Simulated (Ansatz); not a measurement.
A computed series for CdSe: pressure series

Take CdSe in the wurtzite structure (space group P6_3mc, No. 186; a = 4.383 Å, c = 7.154 Å) as the base.

Cell and atoms are relaxed at each pressure.

Calculations: Kohn–Sham DFT with the PBE functional, run in Ansatz (an electronic-structure program) with PAW and 420 eV plane waves, scalar-relativistic without spin-orbit coupling.

Candidates:
(a) pressure −2 GPa
(b) pressure 18 GPa
(c) pressure 1.8 GPa
(d) pressure −1 GPa
(e) pressure 4.2 GPa

For the base:

- Band gap: 0.54 eV

Order them by band gap, highest first.

(b) pressure 18 GPa (0.95 eV), (e) pressure 4.2 GPa (0.71 eV), (c) pressure 1.8 GPa (0.62 eV), (d) pressure −1 GPa (0.49 eV), (a) pressure −2 GPa (0.43 eV)

Load acts through the strain it causes; cell and atoms are relaxed under it. No phonon test of stability was made. Measured, CdSe leaves this structure (for rock salt) near 2.72 GPa (temperature not stated; as listed in Datta, Sujoy, Jana, Debnarayan, arXiv (2020)), on rising pressure, with hysteresis.
